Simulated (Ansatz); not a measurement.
Consider Sn (space group I4_1/amd, No. 141).

```
CELL_PARAMETERS angstrom
     -2.91645     2.91645     1.57904
      2.91645    -2.91645     1.57904
      2.91645     2.91645    -1.57904
ATOMIC_POSITIONS crystal
  Sn 0.75000 0.25000 0.50000
  Sn 0.00000 0.00000 0.00000
```

Level of theory: PBEsol/PAW in Ansatz (a program for electronic structure), no spin-orbit coupling.

One change was made to it. Results:

The c/a ratio stays essentially unchanged (0.541 against 0.540); the lattice parameter a drops by 0.506 Å, from 5.833 Å to 5.327 Å.

What was done to the base?
A. pressure 30 GPa
B. pressure 9 GPa
C. pressure 2.1 GPa
D. pressure −1 GPa
E. pressure 0.9 GPa

A, pressure 30 GPa. For comparison, the lattice parameter a in the other runs: pressure 0.9 GPa gives 5.803 Å; pressure 2.1 GPa gives 5.766 Å; pressure 9 GPa gives 5.605 Å; pressure −1 GPa gives 5.871 Å.

Load acts through the strain it causes; cell and atoms are relaxed under it. Stability against distortions was not tested. Measured, Sn leaves this structure (for a body-centred tetragonal phase) near 8 GPa (temperature not stated; as listed in Olga Degtyareva, NATO science for peace and security series. B, Physics and biophysics (2010)).
